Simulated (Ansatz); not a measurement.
```xyz
2
Lattice="0.0000 2.9704 2.9704 2.9704 0.0000 2.9704 2.9704 2.9704 0.0000" Properties=species:S:1:pos:R:3 pbc="T T T"
Cd     0.0000     0.0000     0.0000
S      1.4852     1.4852     1.4852
```

No spin polarisation.

Calculations: PBEsol in Ansatz (plane waves to 420 eV, PAW, spin-orbit coupling left out). Γ-centred 10×10×10 mesh, Fermi–Dirac width 0.05 eV.

Question: Predict the space group, band gap and pressure.

Answer: 
```json
{
  "space_group": "F-43m (No. 216)",
  "band_gap": "0.89 eV",
  "pressure": "-3.18 GPa"
}
```

The cells carry an imposed strain or load. No phonon test of stability was made. The cell was made from CdS in the zinc blende structure (space group F-43m, No. 216) by this change: isotropic strain +2.00 %.

Ansatz is a program for electronic structure.
